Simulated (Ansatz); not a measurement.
# GaP: response to strain

The reference is GaP in the zinc blende structure (space group F-43m, No. 216).

Space group F-43m (No. 216); a = b = c = 5.451 Å, α = β = γ = 90.00°

| atom | site | symmetry | x | y | z |
|---|---|---|---|---|---|
| Ga | 4a | -43m | 0.0000 | 0.0000 | 0.0000 |
| P | 4d | -43m | 0.7500 | 0.7500 | 0.7500 |
(The calculation used a cell of 2 atoms; values per cell refer to that cell.)

Strains are applied to the cell and any free atomic positions relax.

Method: plane-wave PAW DFT at the r2SCAN level (Ansatz, a program for electronic structure, 500 eV), scalar-relativistic without spin-orbit coupling.

```csv
isotropic strain (%),pressure (GPa)
-3,9.8
-2.5,?
-2,6.1
-1.5,4.4
-1,2.8
-0.5,1.4
0,0.0
```

**Question.** Fit P = P₀ − Bδ + Cδ² with δ = (1 + ε)³ − 1 to the rows shown and predict the withheld row.

**Answer.** Least squares on the printed values gives P₀ = 0.0 GPa, B = 85.6 GPa, C = 303 GPa (largest residual 0.0 GPa); this predicts 7.9 GPa, and the run gives 7.9 GPa, in agreement.

Stability against distortions was not tested.
